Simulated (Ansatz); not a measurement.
An Ansatz (an electronic-structure program) run: Os with a change (biaxial strain −1.00 %, plane normal [001], relaxed out of plane); PBEsol in Ansatz (plane waves to 420 eV, PAW, no SOC).

Input:

Ansatz 0.2 input:
```yaml
crystal:
  lattice:
    - [2.7017349714, 0, 0]
    - [1.3508674857, 2.3397711195, 0]
    - [0, 0, 4.330606884]
  atoms:
    - { symbol: Os, position: [0.6666666667, 0.6666666667, 0.75] }
    - { symbol: Os, position: [0.3333333333, 0.3333333333, 0.25] }
basis: { ecutwfc: 420, ecutrho_ratio: 4, xc_grid: 2, fft_grid_basis: typed }
kpoints: { mp_grid: { grid: [24, 24, 14] } }
hamiltonian:
  xc: pbesol
  dispersion: none
  pseudopotentials: { kind: paw }
scf: { occupations: { method: fermi_dirac, width: 0.1 } }
relax: { f_tol: 0.005, max_steps: 50, cell: { stress_tol: 0.01, fix: [a, b, gamma] } }
output: { forces: true, stress: true }
checkpoint: { write: state.ck, write_every: 1000 }
```

Output (explanatory and most iteration lines left out):

```
Relaxation: its limit of steps is 50 (relax.max_steps)
Pseudopotential: Os, paw, valence charge 16
Crystal: 2 atoms, lattice volume = 27.376 Å³
Basis set: ecut = 420 eV, 537 PW (Γ), exchange–correlation on 40×40×60 points (8 copies of the dense FFT grid, shifted against one another)
Bands: 20, of which v1, the nominal top of the filled ones, is band 16 counted from 1 (15 counted from 0)
Symmetry: 24 space group operations
Space group: P63/mmc (ITA 194), of the structure as read, at distance tolerance 3.0e-5 Å
k-points: 488 of 8064
Functional: x = pbesol(κ = 0.804, μ = 0.12345679012345678), c = pbesol(β = 0.046)
SCF iter   1: F=—  HF=-22502.123287 eV  |F-HF|=—  |Δ(HF+E_count)|=         —  Δρ=1.04e-2  dr2=1.33e-2  ethr=1.77e-3  ⟨swp⟩=4.7  Hψ=38150  notcnv=0
SCF iter   2: F=—  HF=-22502.122971 eV  |F-HF|=—  |Δ(HF+E_count)|=   3.16e-4  Δρ=5.92e-3  dr2=4.12e-3  ethr=4.16e-5  ⟨swp⟩=1.2  Hψ=14202  notcnv=0
SCF 1 converged in 6 iterations: F = -22502.122880 eV  dr2 = 2.72e-10
relax step   1: F+E_penalty+E_count = -22502.12288033 eV  Δ(F+E_penalty+E_count) = +0.000e0 eV  max|allowed force component| = 1.110e-16 eV/Å  Δτ_max = 0.0000 Å  P = +6.570 GPa  Ω = 27.376 Å³  fix = [a, b, gamma]  reactions: a +9.659, b +9.659 GPa  (6 SCF iters, dr2 threshold 1.00e-7 eV, accepted)
[... steps on the carried basis left out ...]
relax step   3: F+E_penalty+E_count = -22502.12288914 eV  Δ(F+E_penalty+E_count) = -8.804e-6 eV  max|allowed force component| = 1.850e-16 eV/Å  Δτ_max = 0.0000 Å  P = +6.366 GPa  Ω = 27.388 Å³  energy of the carried Pulay correction = -5.947e-6 eV  fix = [a, b, gamma]  reactions: a +9.549, b +9.549 GPa  (9 SCF iters, accepted)
Crystal: 2 atoms, lattice volume = 27.388 Å³
SCF iter   1: F=—  HF=-22502.122877 eV  |F-HF|=—  |Δ(HF+E_count)|=         —  Δρ=1.68e-6  dr2=1.41e-10  ethr=8.49e-9  ⟨swp⟩=3.6  Hψ=68754  notcnv=0
SCF iter   2: F=—  HF=-22502.122896 eV  |F-HF|=—  |Δ(HF+E_count)|=   1.89e-5  Δρ=9.46e-7  dr2=3.84e-11  ethr=4.41e-13 (applied; sched 1.00e-12)  ⟨swp⟩=2.8  Hψ=20750  notcnv=0
SCF 4 converged in 8 iterations: F = -22502.122896 eV  dr2 = 1.18e-19
SCF converged after 8 iterations
Free energy (F): -22502.122896 eV
Internal energy: -22502.082400 eV  (E = F + TS)
E sigma→0 (E₀):  -22502.102648 eV
Entropy (-TS):   -0.040496 eV (-20.248 meV/atom)
Fermi energy:    26.532973 eV
--- Forces (eV/Å), atoms counted from 1 ---
  atom   1  Os    -0.00000000     0.00000000     0.00000000
  atom   2  Os     0.00000000    -0.00000000     0.00000000
--- Stress (GPa, compression-positive) ---
        9.548415       0.000000       0.000000
       -0.000000       9.548415       0.000000
        0.000000       0.000000      -0.001748
  P = ⅓ Tr σ = 6.3650 GPa (63.650 kbar)
--- Relaxed structure (3 steps of the walk, 2 accepted, 1 SCFs on fresh bases) ---
  cell:  # Å, volume = 27.3877 Å³
    - [2.701734971385437, 1.5919943491113579e-96, 0.0]
    - [1.3508674856927185, 2.339771119512612, 0.0]
    - [0.0, 0.0, 4.332510270054113]
  atoms:
    - { symbol: Os, position: [0.6666666666666667, 0.6666666666666666, 0.75] }
    - { symbol: Os, position: [0.33333333333333337, 0.3333333333333333, 0.24999999999999997] }
```

Whether these cells are dynamically stable was not tested. All final runs are without spin polarisation. The cell was made from Os in the hcp (Mg type) structure (space group P6_3/mmc, No. 194) by this change: biaxial strain −1.00 %, plane normal [001], relaxed out of plane.
